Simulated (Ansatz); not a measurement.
CdTe under a change: biaxial strain +2.50 %, plane normal [111], relaxed out of plane

Take CdTe in the zinc blende structure (space group F-43m, No. 216; a = 6.558 Å) as the base. Axes: x, y, z lie along the cube axes.

It is then changed as follows: biaxial strain +2.50 %, plane normal [111], relaxed out of plane (Cartesian); in-plane vectors clamped, the third vector and the atoms free.

Method: Ansatz (a quantum-chemistry and plane-wave program), r2SCAN, PAW, cutoff 500 eV, spin-orbit coupling left out. k-mesh 9×9×9 (Γ-centred); smearing 0.05 eV (Fermi–Dirac).

The volume per atom increases by 1.06 Å³ (35.25 Å³ → 36.31 Å³) and the space group becomes R3m (No. 160) (base: F-43m (No. 216)). The shortest interatomic distance rises by 0.007 Å to 2.847 Å and the energy goes up by 9.6 meV/atom. The pressure (mean of the normal stresses, compression positive) goes from zero to -1.14 GPa and the band gap drops by 0.222 eV (1.17 eV → 0.94 eV) (an upper bound: an edge found on the path is not a true extremum; the changed cell). The out-of-plane strain amounts to -1.96 % and the ratio −ε⊥/ε∥ is 0.79. The mean in-plane stress (compression positive) is -1.7 GPa.

Spin-orbit coupling, missing from the scalar runs, can matter with Te. No phonon test of stability was made.
